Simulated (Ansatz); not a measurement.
Checking a run of Ansatz (a first-principles code) on SrAs2Pt2 (P1, 10 atoms in the cell). The aim is a self-consistent single point with DFT, PBEsol, plane waves, default PAW files made with PBE.

Cell that was meant: a = 4.5432 Å, b = 4.5432 Å, c = 9.9944 Å, α = 90.00°, β = 90.00°, γ = 90.00°.

Part of the input:

Ansatz 0.2 input:
```yaml
    kind: paw
scf:
  occupations:
    method: fixed
output:
  forces: true
  eigenvalues: true
```

Output, abridged:

```
WARN basis.ecutwfc = 420 eV, the default
WARN ansatz: RAYON_NUM_THREADS=1 ignored (pool sized by the plan → 1); use --threads N
   [... lines left out ...]
PAW frozen core: Pt, regenerated for the run's functional, and the local potential with it
Initial density: superposition of atomic densities (neutral atoms: chi_scale 0, normalization atom), corrected by the library's trained network
Initial wavefunctions: pseudopotential atomic-orbital guess
Eigensolver: davidson
Functional: x = pbesol(κ = 0.804, μ = 0.12345679012345678), c = pbesol(β = 0.046)
SCF iter   1: F=—  HF=-75778.701374 eV  |F-HF|=—  |Δ(HF+E_count)|=         —  Δρ=1.07e-2  dr2=5.54e-1  ethr=1.77e-3  ⟨swp⟩=4.5  Hψ=5918  notcnv=0  defer=263
all-band conjugate gradients solve this SCF's bands
   [... lines left out ...]
WARN: the bands overlap at the fill by count (76 filled at each k-point of a channel) …
SCF 1 converged in 12 iterations: F = -75778.653571 eV  dr2 = 3.15e-9
Free energy (F): -75778.653571 eV
Internal energy: -75778.653571 eV  (E = F + TS)
E sigma→0 (E₀):  -75778.653571 eV
Fermi energy:    14.876402 eV
--- Forces (eV/Å), atoms counted from 1 ---
  atom   1  Sr     0.11521575    -0.02225477     0.05664138
  atom   2  Sr     0.15433393     0.01443366    -0.02762116
  atom   3  As    -0.14255569    -0.07459186    -0.56710837
  atom   4  As    -0.09438018    -0.07081007     0.68010322
  atom   5  As    -0.02635278     0.18970324    -0.13196104
  atom   6  As    -0.08149461     0.08283006    -0.20019933
  atom   7  Pt     0.03333827     0.03542700     0.07992568
  atom   8  Pt     0.04581120     0.05916201    -0.13177363
   [... lines left out ...]
  atom  10  Pt     0.00212387    -0.11157175     0.43014411
--- Stress (GPa, compression-positive) ---
       -4.809122      -0.082823      -0.015527
       -0.082823      -4.541904      -0.044962
       -0.015527      -0.044962      -2.863556
  P = ⅓ Tr σ = -4.0715 GPa (-40.715 kbar)
  The stress holds the Pulay correction. Without it, at fixed plane waves, as pw.x and ABINIT print it: P = -4.1008 GPa
```

Q: Can these results be used? Check the input.

A: The run is not sound. The fault is fixed (insulator-type) occupations in a metal. A metal has bands that cross the Fermi level, so filling the same number of bands at every k-point puts electrons into the wrong states. To fix it, use a smearing (or tetrahedra) with enough empty bands. The run converged in 12 iterations without an error; against the sound input the free energy goes up by 81.5 meV/atom, the pressure goes from -5.23 to -4.07 GPa and the largest force goes from 0.311 to 0.690 eV/Å. The full log also holds (shortened here): “WARN: iter 1: σ=0 fill of 76 bands saw a band overlap (occupied 14.9758 eV > unoccupied 13.1423 eV) — on an unconverged iterate often a transient of an (band_overlap_at_count)”.

An input that runs soundly differs in these lines (not the only fix; some lines may just follow from the change or write a value another way):
```diff
-    method: fixed
+    method: gaussian
+    width: 0.05 eV
```

With that input, the run converged in 8 iterations: free energy E − TS (on the zero of these files) -75779.4690 eV; Fermi level (on the code's own zero) 13.96 eV; pressure -5.23 GPa; largest force (vector length) 0.311 eV/Å (DFT, PBEsol, plane waves, default PAW files made with PBE).

On the sound input: the starting cell comes from a database of computed structures (which also holds hypothetical and non-ambient phases and stackings), without a prior relaxation at this level. Its atoms were displaced at random from the sites of space group no. 129. Spin polarisation is off. With a pressure of about -5 GPa the cell is away from its equilibrium volume at this level. Ansatz's pressure includes its estimate of the finite-basis (Pulay) stress. Without a gap this mesh is coarse (it stands for a supercell whose shortest vector is 18 Å).
